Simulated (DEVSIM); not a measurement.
System: abrupt Si p-n junction, at 300 K.

```tsv
layer (left to right)	material	thickness (μm)	Nd (cm⁻³)	Na (cm⁻³)	τn (s)	τp (s)
1	Si	3.40	-	3e17	9.7e-5	9.7e-5
2	Si	24.0	1.9e14	-	9.7e-5	9.7e-5
```

Left contact: ohmic. Right contact: ohmic. Voltage is applied to the left contact. Recombination: SRH at mid-gap. Mobility is constant in doping.

The device is made up for the run: typed textbook-type constants, with dimensions and the other settings drawn at random. Values at 300 K.

```csv
parameter,Si
gap (eV),1.124
affinity (eV),4.05
permittivity,11.7
Nc (cm⁻³),2.86e19
Nv (cm⁻³),3.1e19
μn (cm²/Vs),1417
μp (cm²/Vs),470
```

Model (solved in DEVSIM): 1D drift-diffusion, Boltzmann statistics, complete ionisation; no tunnelling, impact ionisation, image-force lowering or self-heating.

### Question
Tabulate band edges, carrier densities and field at zero bias.

### Answer
Energies count from the Fermi level of the right contact; mesh points crowd at the junctions.

```tsv
x (μm)	Ec (eV)	Ev (eV)	n (cm⁻³)	p (cm⁻³)	field (V/cm)
0.000	1.004	-0.120	390	3.0e17	≈ 0
0.03709	1.004	-0.120	390	3.0e17	≈ 0
0.1246	1.004	-0.120	390	3.0e17	≈ 0
0.3513	1.004	-0.120	390	3.0e17	≈ 0
1.232	1.004	-0.120	390	3.0e17	≈ 0
2.443	1.004	-0.120	390	3.0e17	≈ 0
3.035	1.004	-0.120	390	3.0e17	≈ 0
3.308	1.004	-0.120	390	3.0e17	≈ 0
3.376	1.003	-0.121	410	2.8e17	-1800
3.407	0.960	-0.164	2100	5.4e16	-22000
3.451	0.902	-0.222	20000	5.7e15	-8900
3.631	0.791	-0.333	1500000	7.8e13	-5200
4.028	0.608	-0.516	1.7e9	6.7e10	-4000
4.973	0.359	-0.765	2.7e13	4400000	-1300
8.799	0.308	-0.816	1.9e14	610000	≈ 0
16.78	0.308	-0.816	1.9e14	610000	≈ 0
23.08	0.308	-0.816	1.9e14	610000	≈ 0
25.72	0.308	-0.816	1.9e14	610000	≈ 0
26.92	0.308	-0.816	1.9e14	610000	≈ 0
27.22	0.308	-0.816	1.9e14	610000	≈ 0
27.34	0.308	-0.816	1.9e14	610000	≈ 0
27.40	0.308	-0.816	1.9e14	610000	≈ 0
```
